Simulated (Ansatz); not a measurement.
Base system: Si (space group I4_132, No. 214; a = 6.438 Å; a hypothetical phase, not in the database extracts checked).

(Cell as relaxed with PBE.)

Levels (all Ansatz, a program for electronic structure, PAW): PBE (420 eV, no spin-orbit coupling); PBEsol (420 eV, no SOC).

Each level relaxes its own structure.

```csv
base,PBE,PBEsol
volume per atom,33.35 Å³,32.69 Å³
lattice parameter a,6.438 Å,6.395 Å
band gap,zero,zero
```

Perturbation: cell and atoms relaxed at a pressure of 0.7 GPa.

```
quantity                           PBE  PBEsol
-----------------------------  -------  ------
band gap                          zero     [?]
shortest interatomic distance  2.264 Å     [?]
```

Q: What does PBEsol give?

A: 
- band gap, PBEsol: zero
- shortest interatomic distance, PBEsol: 2.250 Å

PBE's shortest interatomic distance lies 0.014 Å above PBEsol's (0.6 %); the two agree on the band gap. Neither level is exact; PBEsol is the comparison here, not a measurement.

Load acts through the strain it causes; cell and atoms are relaxed under it. Whether these cells are dynamically stable was not tested.
